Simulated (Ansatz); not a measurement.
The reference is BAs in the zinc blende structure (space group F-43m, No. 216; a = 4.768 Å).

One thing is altered: a hydrostatic pressure of 4.5 GPa.

Levels (all Ansatz, a program for electronic structure, PAW): PBEsol (420 eV, scalar-relativistic without spin-orbit coupling); r2SCAN (500 eV, no spin-orbit coupling); HSE06 (420 eV, no spin-orbit coupling).

One geometry, relaxed with PBEsol, under each level:

Notes on the quantities. hole mass: degenerate bands, along [100].

```tsv
level	band gap	lowest conduction level above the VBM at special points	electron mass	hole mass	pressure
PBEsol	1.05 eV	X 1.29 eV; K 1.93 eV; U 1.93 eV; L 2.86 eV	1.1 mₑ along k, 0.21 mₑ across (off the special points)	0.22, 0.22, 0.24 mₑ (at Γ)	4.50 GPa
r2SCAN	1.33 eV	X 1.56 eV; K 2.26 eV; U 2.26 eV; L 3.19 eV	1.1 mₑ along k, 0.20 mₑ across (off the special points)	0.21, 0.21, 0.23 mₑ (at Γ)	6.15 GPa
HSE06	1.79 eV	X 2.02 eV; K 2.73 eV; U 2.73 eV; Γ 4.16 eV	–	–	–
```

Single points use the geometry relaxed with PBEsol. Their cutoffs differ, which shifts pressures a little. HSE06 gaps are upper bounds (no full band path). Load acts through the strain it causes; cell and atoms are relaxed under it. Effective masses come from finite differences of ±0.01 Å⁻¹. Along k means along the line from Γ to the band edge. Whether these cells are dynamically stable was not tested.
